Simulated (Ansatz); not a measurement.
Consider this model of amorphous Si24O51Y2.

```yaml
crystal:
  lattice:
    - [10.71965, -0.15334, -0.08634]
    - [-0.15334, 10.34575, -0.03099]
    - [-0.08634, -0.03099, 10.95695]
  atoms:
    - { symbol: Si, position: [0.25293, 0.73087, 0.61793] }
    - { symbol: Si, position: [0.66239, 0.14847, 0.02792] }
    - { symbol: Si, position: [0.35132, 0.11667, 0.33388] }
    - { symbol: Si, position: [0.48982, 0.11589, 0.58168] }
    - { symbol: Si, position: [0.72064, 0.92933, 0.89132] }
    - { symbol: Si, position: [0.50034, 0.62304, 0.54871] }
    - { symbol: Si, position: [0.98402, 0.23197, 0.59251] }
    - { symbol: Si, position: [0.57166, 0.26622, 0.26675] }
    - { symbol: Si, position: [0.94168, 0.21407, 0.07601] }
    - { symbol: Si, position: [0.29545, 0.10012, 0.08824] }
    - { symbol: Si, position: [0.40649, 0.36998, 0.66853] }
    - { symbol: Si, position: [0.96159, 0.50819, 0.12105] }
    - { symbol: Si, position: [0.32799, 0.67046, 0.89195] }
    - { symbol: Si, position: [0.73801, 0.11540, 0.46248] }
    - { symbol: Si, position: [0.54803, 0.54879, 0.27705] }
    - { symbol: Si, position: [0.80664, 0.67802, 0.25655] }
    - { symbol: Si, position: [0.44246, 0.15696, 0.84607] }
    - { symbol: Si, position: [0.95990, 0.09326, 0.82339] }
    - { symbol: Si, position: [0.16154, 0.46146, 0.53356] }
    - { symbol: Si, position: [0.88863, 0.72632, 0.00581] }
    - { symbol: Si, position: [0.14913, 0.67771, 0.01124] }
    - { symbol: Si, position: [0.09318, 0.04911, 0.24295] }
    - { symbol: Si, position: [0.07826, 0.96761, 0.61935] }
    - { symbol: Si, position: [0.91098, 0.89330, 0.41121] }
    - { symbol: O, position: [0.69771, 0.99468, 0.02595] }
    - { symbol: O, position: [0.79368, 0.23246, 0.04650] }
    - { symbol: O, position: [0.47994, 0.51287, 0.66327] }
    - { symbol: O, position: [0.97577, 0.13958, 0.20210] }
    - { symbol: O, position: [0.03175, 0.76879, 0.97475] }
    - { symbol: O, position: [0.40149, 0.30431, 0.80524] }
    - { symbol: O, position: [0.95486, 0.22198, 0.73876] }
    - { symbol: O, position: [0.37291, 0.70651, 0.53109] }
    - { symbol: O, position: [0.19509, 0.87446, 0.59380] }
    - { symbol: O, position: [0.10272, 0.58661, 0.13023] }
    - { symbol: O, position: [0.00046, 0.36102, 0.10146] }
    - { symbol: O, position: [0.38243, 0.04200, 0.20575] }
    - { symbol: O, position: [0.82202, 0.02237, 0.82324] }
    - { symbol: O, position: [0.58710, 0.17664, 0.89995] }
    - { symbol: O, position: [0.20057, 0.57140, 0.91106] }
    - { symbol: O, position: [0.26671, 0.25082, 0.10845] }
    - { symbol: O, position: [0.57349, 0.18891, 0.13751] }
    - { symbol: O, position: [0.85009, 0.77110, 0.14172] }
    - { symbol: O, position: [0.88542, 0.56616, 0.00160] }
    - { symbol: O, position: [0.63441, 0.07337, 0.56441] }
    - { symbol: O, position: [0.85907, 0.74718, 0.38018] }
    - { symbol: O, position: [0.26660, 0.38794, 0.61712] }
    - { symbol: O, position: [0.48525, 0.27433, 0.58073] }
    - { symbol: O, position: [0.41812, 0.55252, 0.20381] }
    - { symbol: O, position: [0.03190, 0.37727, 0.56075] }
    - { symbol: O, position: [0.42448, 0.26225, 0.31664] }
    - { symbol: O, position: [0.00250, 0.14246, 0.95972] }
    - { symbol: O, position: [0.02806, 0.93116, 0.32070] }
    - { symbol: O, position: [0.27970, 0.76401, 0.00976] }
    - { symbol: O, position: [0.43831, 0.07265, 0.71670] }
    - { symbol: O, position: [0.85231, 0.20397, 0.51925] }
    - { symbol: O, position: [0.88065, 0.53998, 0.24087] }
    - { symbol: O, position: [0.65632, 0.66036, 0.24894] }
    - { symbol: O, position: [0.79503, 0.99024, 0.39468] }
    - { symbol: O, position: [0.78925, 0.78122, 0.90679] }
    - { symbol: O, position: [0.46570, 0.62091, 0.90765] }
    - { symbol: O, position: [0.30624, 0.73693, 0.75852] }
    - { symbol: O, position: [0.05594, 0.98842, 0.76648] }
    - { symbol: O, position: [0.35667, 0.08484, 0.95072] }
    - { symbol: O, position: [0.19107, 0.45608, 0.39066] }
    - { symbol: O, position: [0.66530, 0.19817, 0.36049] }
    - { symbol: O, position: [0.15178, 0.61123, 0.58918] }
    - { symbol: O, position: [0.16545, 0.01058, 0.11706] }
    - { symbol: O, position: [0.08437, 0.11632, 0.56386] }
    - { symbol: O, position: [0.61776, 0.41333, 0.24563] }
    - { symbol: O, position: [0.61574, 0.70593, 0.60429] }
    - { symbol: O, position: [0.19757, 0.12543, 0.33466] }
    - { symbol: O, position: [0.40438, 0.06041, 0.46382] }
    - { symbol: O, position: [0.52545, 0.54570, 0.42422] }
    - { symbol: O, position: [0.59865, 0.88168, 0.81952] }
    - { symbol: O, position: [0.95645, 0.89500, 0.55396] }
    - { symbol: Y, position: [0.26208, 0.42475, 0.21529] }
    - { symbol: Y, position: [0.61390, 0.68016, 0.79428] }
```

Methods: PBE, scalar-relativistic without spin-orbit coupling (Ansatz, an electronic-structure program); r2SCAN, scalar-relativistic without spin-orbit coupling (Ansatz); HSE06, scalar-relativistic without spin-orbit coupling (Ansatz). Neutral PBE cell, which sets geometry, pressure and energy: sampling: a 2×2×2 Γ-centred mesh; Fermi-Dirac width 0.02 eV; no spin polarisation. Exact exchange is cut at the faces of this 10 Å cell, which leaves hybrid gaps a finite-size error.

A CHGNet melt-quench gave the starting glass, which DFT then relaxed. O atoms were pushed apart under 1.9 Å during the dynamics, to hinder bonds among them. The hot cell started wider than the set density and was brought back towards it in steps. It is the lowest in DFT energy of 2 quenches. It is a model cell: composition and starting density were chosen by hand, and all elements were melted together. No dispersion term was used. Its density started from a set value of 2.38 and ended at 2.28 g/cm³. Cooling (nominally 400 K/ps over its main leg) ran many orders faster than in experiment, which tends to leave more defects and strain. One small periodic cell is one sample of the glass; other quenches scatter about these values. Volume and shape were free in the relaxation.

Q: Give the pressure and the spacing of the highest filled and lowest empty levels.

A: 
| Property | Result |
|---|---|
| Pressure on a 2×2×2 Γ-centred mesh | 0.01 GPa |
| Largest force and stress component on that mesh (the relaxation ran on the zone centre alone) | 0.02 eV/Å and 0.0 GPa |
| Level gap on a 2×2×2 Γ-centred mesh (PBE) | 4.49 eV |
| Level gap at the zone centre (PBE) | 4.51 eV |
| Level gap at the zone centre (r2SCAN) | 5.17 eV |
| Level gap at the zone centre (HSE06) | 6.15 eV |
| Distance between the nearest levels spread over more than a fifth of the atoms or a third of the atoms of their main element (six at least) (PBE, zone centre) | 5.18 eV |

Q: At PBE and the zone centre, how localised are the states just below and above the Fermi level (participation number: the atoms over which a state spreads)?

A: The highest filled state is spread over 8.0 atoms' worth, largest on O48, with weights by element (charge in smoothed Voronoi cells) O 0.96, Si 0.03, Y 0.01. The lowest empty state is spread over 17.4 atoms' worth, largest on Y77, with weights by element (charge in smoothed Voronoi cells) O 0.63, Y 0.22, Si 0.15.

At PBE the levels at the filled edge of the gap are localised (band-tail or defect states), and the nearest spread-out levels lie 5.2 eV apart at the zone centre.

Neighbours within Si-Si 2.60 Å, Si-O 1.92 Å, Si-Y 3.09 Å, O-O 1.58 Å, O-Y 2.82 Å, Y-Y 3.74 Å count as bonded. Two cations that share two anions don't count as bonded, nor two that share one unless they lie closer than Si-Si 2.38 Å, Si-Y 3.01 Å, Y-Y 3.64 Å.

Added carriers, by PBE, scalar-relativistic without spin-orbit coupling (Ansatz) on the zone centre alone. Charged cells keep the cell fixed and stand in a uniform background, with no image correction, at a width of 0.01 eV; where the count is odd the moment is locked at 1 μB, unless the neutral cell bore moments. Each starts from the undistorted neutral geometry alone. PBE's self-interaction favours spread-out carriers, so it can miss traps that a hybrid finds.

Q: What happens at PBE when the cell takes an extra electron and the atoms relax?

A: Relaxation lowers the charged cell by 0.06 eV. The largest moves are O59 0.08 Å, O37 0.07 Å, Y77 0.07 Å, O61 0.06 Å. The level that holds the added charge spreads over 13.1 atoms' worth, most on Y77 (weight 0.24): a partly localised carrier. No bond crosses its cut-off with a change of over 0.15 Å (metal-metal contacts aside). Made neutral again at that geometry, the cell lies +0.08 eV from the neutral start.

Q: What happens at PBE when the cell takes a hole and the atoms relax?

A: Relaxation lowers the charged cell by 0.10 eV. The largest moves are Y77 0.10 Å, O74 0.08 Å, O25 0.06 Å, O46 0.04 Å. The level that was emptied spreads over 11.0 atoms' worth, most on O70 (weight 0.18): a partly localised carrier. No bond crosses its cut-off with a change of over 0.15 Å (metal-metal contacts aside). Made neutral again at that geometry, the cell lies +0.14 eV from the neutral start.
